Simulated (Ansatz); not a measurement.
Input and output of a self-consistent single point for Sc₂Al (P3m1, 6 atoms in the cell) (Ansatz, a program for electronic structure).

Method: PBEsol, default PAW files made with PBE (plane waves; Ansatz).

```
CELL_PARAMETERS angstrom
      4.87793     0.00000     0.00000
     -2.43897     4.22441     0.00000
      0.00000     0.00000     6.14294
ATOMIC_POSITIONS crystal
  Sc 0.00000 0.00000 0.00814
  Sc 0.00000 0.00000 0.50000
  Sc 0.33333 0.66667 0.75000
  Sc 0.66667 0.33333 0.25000
  Al 0.33333 0.66667 0.25000
  Al 0.66667 0.33333 0.75000
```

Reference input (self-consistent single point, DFT, PBEsol, plane waves, default PAW files made with PBE): basis.ecutwfc = 30.9 Ry; kpoints.mp_grid.grid = 8 8 6; hamiltonian.xc = pbesol; hamiltonian.pseudopotentials = {kind: paw} (the program's default PAW files); scf.occupations.method = fermi_dirac; scf.occupations.width = 0.0073 Ry. This run's input differs from it in these lines:

Ansatz 0.2 input:
```diff
@@ -16,3 +16,3 @@
 kpoints:
-  mp_grid: { grid: [8, 8, 6] }
+  mp_grid: { grid: [19, 19, 13] }
 hamiltonian:
@@ -21,3 +21,3 @@
 scf:
-  occupations: { method: fermi_dirac, width: 0.0073 Ry }
+  occupations: { method: fermi_dirac, width: 0.0037 Ry }
 output:
```

The program printed (abridged):

```
SCF iter   1: F=—  HF=-9496.723624 eV  |F-HF|=—  |Δ(HF+E_count)|=         —  Δρ=5.01e-3  dr2=4.05e-2  ethr=1.77e-3  ⟨swp⟩=6.1  Hψ=63366  notcnv=0
all-band conjugate gradients solve this SCF's bands
preconditioner: auto → Kerker (q_TF=auto, 2.337 Å⁻¹)
SCF iter   2: F=—  HF=-9496.713461 eV  |F-HF|=—  |Δ(HF+E_count)|=   1.02e-2  Δρ=2.12e-3  dr2=7.03e-3  ethr=8.11e-5  ⟨swp⟩=2.2  Hψ=23708  notcnv=0
SCF iter   3: F=—  HF=-9496.711802 eV  |F-HF|=—  |Δ(HF+E_count)|=   1.66e-3  Δρ=5.11e-4  dr2=3.02e-4  ethr=1.41e-5  ⟨swp⟩=2.2  Hψ=20392  notcnv=0
SCF iter   4: F=—  HF=-9496.711780 eV  |F-HF|=—  |Δ(HF+E_count)|=   2.19e-5  Δρ=9.01e-5  dr2=1.60e-5  ethr=6.03e-7  ⟨swp⟩=2.0  Hψ=18199  notcnv=0
SCF iter   5: F=—  HF=-9496.711798 eV  |F-HF|=—  |Δ(HF+E_count)|=   1.79e-5  Δρ=1.64e-5  dr2=3.97e-7  ethr=3.21e-8  ⟨swp⟩=2.0  Hψ=18152  notcnv=0
SCF iter   6: F=-9496.711798 eV  HF=-9496.711798 eV  |F-HF|=1.74e-8  |Δ(HF+E_count)|=   9.22e-8  Δρ=5.14e-6  dr2=2.93e-8  ethr=2.00e-10  ⟨swp⟩=6.1  Hψ=53103  notcnv=0
SCF 1 converged in 6 iterations: F = -9496.711798 eV  dr2 = 2.93e-8
Free energy (F): -9496.711798 eV
Internal energy: -9496.646178 eV  (E = F + TS)
E sigma→0 (E₀):  -9496.678988 eV
Entropy (-TS):   -0.065620 eV (-10.937 meV/atom)
Fermi energy:    9.123006 eV
--- Forces (eV/Å), atoms counted from 1 ---
  atom   1  Sc    -0.00000000     0.00000000    -0.32149601
  atom   2  Sc     0.00000000    -0.00000000     0.11222384
  atom   3  Sc     0.00000000    -0.00000000     0.07151484
  atom   4  Sc    -0.00000000     0.00000000     0.07040366
  atom   5  Al    -0.00000000     0.00000000     0.03508653
  atom   6  Al     0.00000000    -0.00000000     0.03226466
--- Stress (GPa, compression-positive) ---
       -1.376600       0.000000      -0.000000
        0.000000      -1.376600       0.000000
       -0.000000       0.000000      -1.484838
  P = ⅓ Tr σ = -1.4127 GPa (-14.127 kbar)
  The stress holds the Pulay correction. Without it, at fixed plane waves, as pw.x and ABINIT print it: P = -1.4358 GPa
```

The run converged in 6 iterations. Against the reference run the free energy rises by 14.9 meV/atom, the pressure hardly changes (-1.38 to -1.41 GPa) and the largest force moves little (0.322 to 0.321 eV/Å).

The starting cell comes from a database of computed structures (which also holds hypothetical and non-ambient phases and stackings), without a prior relaxation at this level. Its lattice was rescaled by up to half a per cent. One atom was moved a little off its site on purpose. Ansatz's pressure includes its estimate of the finite-basis (Pulay) stress.

Cost on one core of a shared machine: roughly 2 min.
